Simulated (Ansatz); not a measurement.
Effect of uniaxial strain ε_zz = +2.50 % on WSi2

Take WSi2 (space group I4/mmm, No. 139; a = 3.1853 Å, c = 7.7731 Å; relaxed with 0.1 eV smearing) as the base. Axes: x, y, z lie along a, b, c of the conventional cell.

The change: uniaxial strain ε_zz = +2.50 %, all other strain components held at zero; the atoms relax in the strained cell.

All numbers come from Ansatz (an electronic-structure program), LDA, PAW, cutoff 420 eV, no SOC. Settings: 25×25×25 k-points, 0.1 eV Fermi–Dirac smearing.

```csv
quantity,base,changed,shift
volume per atom,13.14 Å³,13.47 Å³,+0.33 Å³
space group,I4/mmm (No. 139),I4/mmm (No. 139),–
energy relative to the base (free energy F),0 meV/atom,+13 meV/atom,+13 meV/atom
"pressure (mean of the normal stresses, compression positive)",0.0 GPa,-5.8 GPa,-5.8 GPa
band gap,zero,zero,–
"stress (xx, yy, zz, yz, xz, xy; compression positive)",–,"(-2.4, -2.4, -12.6, 0.0, 0.0, 0.0) GPa",–
```

Final structure:

```xyz
3
Lattice="-1.5926 1.5926 3.9837 1.5926 -1.5926 3.9837 1.5926 1.5926 -3.9837" Properties=species:S:1:pos:R:3 pbc="T T T"
Si     0.0000     0.0000     5.2962
Si     0.0000     0.0000     2.6712
W      0.0000     0.0000     0.0000
```

Cost of the whole job for the changed cell (relaxation, final SCF and bands): around 80 core-seconds (rough).

No phonon test of stability was made. The final runs are not spin-polarised.
